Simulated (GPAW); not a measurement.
```
Bi2PdPt
1.0
    4.30734     0.00000     0.00000
   -2.15367     3.73027     0.00000
    0.00000     0.00000     5.59778
Bi Pd Pt
2 1 1
Direct
  0.33333   0.66667   0.25381
  0.66667   0.33333   0.75512
  0.00000   0.00000   0.50000
  0.00000   0.00000   0.00000
```

Method: LDA (Perdew-Wang 92), GPAW PAW datasets LDA (gpaw-data 1.0.1) (plane waves; GPAW).

The set-up and first iterations of a GPAW log for Bi2PdPt (P3m1, 4 atoms in the cell):

```
Input parameters:
  convergence: {density: 7e-09,
                eigenstates: 2e-18,
                energy: 2e-14}
  kpts: {gamma: True,
         size: (4, 4, 3)}
  maxiter: 120
  mode: {ecut: 600.0,
         name: pw}
  nbands: -12
  occupations: {fixmagmom: False,
                name: fermi-dirac,
                width: 0.1}
  symmetry: {symmorphic: False,
             tolerance: 0.0005}

species:
  Bi:
    name: Bismuth
    Z: 83.0
    valence: 15
    core: 68
    charge: 0.0
    file: Bi.LDA.gz

    # Using partial waves for Bi as LCAO basis

  Pd:
    name: Palladium
    Z: 46.0
    valence: 16
    core: 30
    charge: 0.0
    file: Pd.LDA.gz

    # Using partial waves for Pd as LCAO basis

  Pt:
    name: Platinum
    Z: 78.0
    valence: 16
    core: 62
    charge: 0.0
    file: Pt.LDA.gz

    # Using partial waves for Pt as LCAO basis

Reference energy: -1806271.522316  # eV

Spin-paired calculation

Convergence criteria:
   [... lines left out ...]
  width: 0.1000  # eV

Eigensolver

Densities:
  Coarse grid: 25*25*32 grid
  Fine grid: 50*50*64 grid
  Total Charge: 0.000000

Density mixing:
  Method: separate
  Backend: pulay
  Linear mixing parameter: 0.05
  old densities: 5
  Damping of long wavelength oscillations: 50

Hamiltonian:
  XC and Coulomb potentials evaluated on a 50*50*64 grid
  External potential:
    NoExternalPotential

Number of atoms: 4
Number of atomic orbitals: 42
Number of bands in calculation: 43
Number of valence electrons: 62
Bands to converge: occupied

Density initialized from atomic densities
  42 bands from LCAO basis set
  1 band from random numbers

Atomic positions and initial magnetic moments

Positions:
   0 Bi    -0.000002    2.486848    1.420784    ( 0.0000,  0.0000,  0.0000)
   1 Bi     2.153674    1.243422    4.226996    ( 0.0000,  0.0000,  0.0000)
   2 Pd     0.000000    0.000000    2.798890    ( 0.0000,  0.0000,  0.0000)
   3 Pt     0.000000    0.000000    0.000000    ( 0.0000,  0.0000,  0.0000)

Unit cell:
           periodic     x           y           z      points  spacing
  1. axis:    yes    4.307345    0.000000    0.000000    25     0.1492
  2. axis:    yes   -2.153673    3.730270    0.000000    25     0.1492
  3. axis:    yes    0.000000    0.000000    5.597780    32     0.1749

  Lengths:   4.307345   4.307345   5.597780
  Angles:   90.000000  90.000000 120.000007

Effective grid spacing dv^(1/3) = 0.1651
     iter     time        total  log10-change:
                         energy   eigst   dens
iter:   1 --:--:--   -27.765117
iter:   2 --:--:--   -26.456187   -1.36  -1.38
iter:   3 --:--:--   -25.460426   -1.44  -1.45
iter:   4 --:--:--   -25.333032   -1.55  -1.60
iter:   5 --:--:--   -25.297020   -2.81  -1.76
```

**Question.** Will this run converge, and how will it end?

**Answer.** The run ended unconverged after 120 iterations. It gives no final result for the task that was set. The log goes on:

```
   [... 46 lines left out ...]
iter:  52 --:--:--   -25.134849  -13.62  -7.47
iter:  53 --:--:--   -25.134849  -14.06  -7.53
iter:  54 --:--:--   -25.134849  -14.19  -7.82
   [... lines left out ...]
iter: 119 --:--:--   -25.134849  -21.61c -14.32c
iter: 120 --:--:--   -25.134849  -21.63c -14.45c

Did not converge!

Here are some tips:

1) Make sure the geometry and spin-state is physically sound.
2) Use less aggressive density mixing.
3) Solve the eigenvalue problem more accurately at each scf-step.
4) Use a smoother distribution function for the occupation numbers.
5) Try adding more empty states.
6) Use enough k-points.
7) Don't let your structure optimization algorithm take too large steps.
8) Solve the Poisson equation more accurately.
9) Better initial guess for the wave functions.

See details here:

    https://gpaw.readthedocs.io/documentation/convergence.html
Traceback (most recent call last):
   [... frames left out ...]
gpaw.KohnShamConvergenceError: Did not converge!  See text output for help.
```

The starting cell comes from a database of computed structures (which also holds hypothetical and non-ambient phases and stackings), without a prior relaxation at this level. Its lattice was rescaled by up to half a per cent. One atom was moved a little off its site on purpose. Spin-orbit coupling is off.

The run was DFT LDA (Perdew-Wang 92), plane waves, GPAW PAW datasets LDA (gpaw-data 1.0.1). Main settings of its input:

- mode: pw
- ecut: 600 eV
- xc: LDA
- kpts: 4 4 3
- mesh shift (steps): 0 0 0
- occupations.name: fermi-dirac
- occupations.width: 0.1 eV
- nbands: -12
- convergence.energy: 2e-14 eV/electron
- convergence.density: 7e-09 e/electron
- convergence.eigenstates: 2e-18
- symmetry.symmorphic: false
